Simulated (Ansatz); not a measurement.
Consider this model of amorphous Al30O48H6.

```xyz
84
Lattice="9.7127 -0.0078 0.2772 -0.0078 9.4372 0.1457 0.2772 0.1457 9.7473" Properties=species:S:1:pos:R:3 pbc="T T T"
Al     4.8284     8.2909     7.0435
Al     7.7527     5.6413     9.5511
Al     8.9761     9.0034     7.4944
Al     6.9412     8.6504     4.6908
Al     3.7433     3.5720     2.4899
Al     0.6594     3.8875     9.2451
Al     2.1522     7.7964     5.7266
Al     5.9801     4.0206     4.7320
Al     7.4549     6.4069     6.6111
Al     1.7801     8.2574     8.6505
Al     8.4936     8.0648     1.0635
Al     4.0754     8.9787     4.0970
Al     0.3993     5.9502     6.8357
Al     2.5443     1.0232     1.3072
Al     5.3134     4.8878     7.3765
Al     2.5690     4.1170     6.7015
Al     8.9669     1.0820     2.6756
Al     3.6235     5.6377     4.6094
Al     8.0559     1.5156     9.7346
Al     5.5283     3.3415     9.7239
Al     1.8154     1.5468     5.8367
Al     0.5848     5.6718     1.2111
Al     9.3832     6.4862     4.1762
Al     3.3432     5.4823     9.7520
Al     1.2760     3.5984     3.4936
Al     6.3195     1.5578     7.2144
Al     3.7845     1.4338     8.4415
Al     6.7039     6.0449     2.8965
Al     8.6084     1.7539     5.1935
Al     1.3687     8.4147     2.7027
O      9.0252     5.8259     5.7399
O      5.3302     2.8435     7.9552
O      6.7031     2.5006     0.6847
O      9.3770     2.5298     3.7035
O      6.3126     4.8761     9.0022
O      3.6353     4.8963     8.1218
O      2.0883     5.8302     5.9239
O      9.5646     8.6858     9.2948
O      5.6932     8.8352     3.1581
O      6.6951     4.8165     6.1678
O      7.1512     6.7321     1.1749
O      2.6873     2.2376     7.2614
O      4.2776     4.3456     1.0183
O      7.9279     0.2500     1.4006
O      5.2571     5.5539     3.7323
O      3.9155     1.8190     0.3759
O      8.1477     0.4251     4.0722
O      5.6940     6.7758     7.2213
O      0.2895     5.0966     2.9171
O      5.0976     0.3578     7.8193
O      5.1367     2.8230     3.4364
O      7.7501     0.8897     8.1162
O      2.3938     2.4094     2.5027
O      0.9184     4.4094     7.6254
O      4.2626     4.3203     5.7434
O      9.7773     1.0007     6.3615
O      1.9818     6.8029     9.7560
O      8.9191     4.8115     0.5830
O      7.3088     4.3831     3.3369
O      6.9890     2.2498     5.7053
O      7.7724     8.2528     6.3483
O      7.6690     7.1387     3.8948
O      5.3573     9.0430     5.4838
O      2.7634     4.7462     3.3514
O      2.4165     0.3986     9.2874
O      9.7995     2.1859     9.7253
O      1.6457     4.2780     0.6069
O      3.0973     8.1058     7.3562
O      3.0755     8.9383     2.4138
O      8.4939     6.2886     8.1139
O      2.6326     0.2334     4.9746
O      0.7939     0.4848     1.8822
O      4.1952     6.9646     0.4471
O      0.7479     7.8258     6.9761
O      0.0494     7.3569     1.8428
O      0.9314     7.7234     4.2311
O      3.5573     7.3793     4.6324
O      1.6158     3.1843     5.2058
H      5.9814     9.2771     2.3433
H      0.7702     1.4804     9.2862
H      3.8513     7.6427     1.0820
H      5.1544     6.8518     0.6123
H      8.2346     4.0657     3.3006
H      5.8405     2.5738     2.7978
```

The numbers are results of PBE, scalar-relativistic without spin-orbit coupling (plane waves to 420 eV, PAW; Ansatz, a quantum-chemistry and plane-wave program), not measurements.

A CHGNet melt-quench gave the starting glass, which DFT then relaxed. O atoms were pushed apart under 1.9 Å during the dynamics, to hinder bonds among them. The hot cell started wider than the set density and was brought back towards it in steps. It is the lowest in DFT energy of 2 quenches. It is a model cell: composition and starting density were chosen by hand, and all elements were melted together. No dispersion term was used. Its density started from a set value of 3.08 and ended at 2.95 g/cm³. The simulated quench (nominally 180 K/ps over its main leg) is rapid and tends to freeze in more defects than a deposited or slowly cooled glass has. A cell of this size samples the disorder only roughly. Volume and shape were free in the relaxation.

Cut-offs for bonds: Al-Al 2.66 Å, Al-O 2.38 Å, Al-H 1.82 Å, O-O 1.58 Å, O-H 1.22 Å, H-H 0.90 Å. Two cations that share two anions don't count as bonded, nor two that share one unless they lie closer than Al-Al 2.59 Å.

Problem. Give the coordination numbers, mean bond lengths and angles.

Solution. 
```
Item                                                               Value
---------------------------------  -------------------------------------
Mean coordination of Al by anions  4.73 (12 with 4, 14 with 5, 4 with 6)
Mean coordination of O              3.08 (1 with 2, 42 with 3, 5 with 4)
Mean coordination of H                                   1.00 (6 with 1)
Mean Al-O bond                     1.862 Å (spread 0.097 Å, 142 counted)
Mean O-H bond                        0.984 Å (spread 0.010 Å, 6 counted)
Bond angle at Al                               mean 107.1°, spread 24.8°
Bond angle at O                                mean 115.5°, spread 17.5°
```

Problem. List the pairs of like atoms that count as bonded by the rules above.

Solution. There are none by these rules.
